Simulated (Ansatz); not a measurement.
Base system: KBr in the rock salt structure (space group Fm-3m, No. 225; a = 6.549 Å). Axes: x, y, z lie along the cube axes.

Method: Kohn–Sham DFT with the PBEsol functional, run in Ansatz (an electronic-structure program) with PAW and 420 eV plane waves, no SOC.

One thing is altered: compressive biaxial strain of 1.67 % in the plane normal to [111], as in epitaxy on a mismatched substrate; the out-of-plane cell vector and the atoms relax.

### Question
Estimate the effect on the energy relative to the base.

### Answer
The energy increases by 1.4 meV/atom.

### Question
What happens to the out-of-plane strain?

### Answer
The out-of-plane strain is +1.83 %.

Whether these cells are dynamically stable was not tested.
